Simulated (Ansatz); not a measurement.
Consider BaTiO₃ (space group P4mm, No. 99; a = 3.985 Å, c = 4.204 Å).

(Cell as relaxed with PBE.)

Levels (all Ansatz, a quantum-chemistry and plane-wave program, PAW, earlier PAW set): PBE (420 eV, without spin-orbit coupling); r2SCAN (500 eV, scalar-relativistic without spin-orbit coupling).

Each level relaxes its own structure.

```tsv
base	PBE	r2SCAN
volume per atom	13.35 Å³	12.98 Å³
lattice parameter a	3.985 Å	3.973 Å
band gap	1.85 eV	2.23 eV
```

One thing is altered: the cell is scaled by 0.9969 in all directions, atoms relaxed at fixed cell.

| quantity | PBE | r2SCAN |
|---|---|---|
| shift of the gap caused by the change | +0.01 eV | [?] |
| band gap | 1.86 eV | [?] |
| energy relative to the base (free energy F) | +0.5 meV/atom | [?] |
| smallest direct gap | 2.40 eV | [?] |
| pressure (mean of the normal stresses, compression positive) | 1.19 GPa | [?] |

Task: Predict the r2SCAN column.

Result: 
- shift of the gap caused by the change, r2SCAN: +0.01 eV
- band gap, r2SCAN: 2.25 eV
- energy relative to the base (free energy F), r2SCAN: +0.5 meV/atom
- smallest direct gap, r2SCAN: 2.70 eV
- pressure (mean of the normal stresses, compression positive), r2SCAN: 1.38 GPa

PBE's band gap lies 0.39 eV below r2SCAN's; PBE's smallest direct gap lies 0.30 eV below r2SCAN's; PBE's pressure lies 0.19 GPa below r2SCAN's; the two agree on the shift of the gap caused by the change and energy relative to the base. Neither level is exact; r2SCAN is the comparison here, not a measurement.

The cells carry an imposed strain or load. Whether these cells are dynamically stable was not tested. The final runs are not spin-polarised.
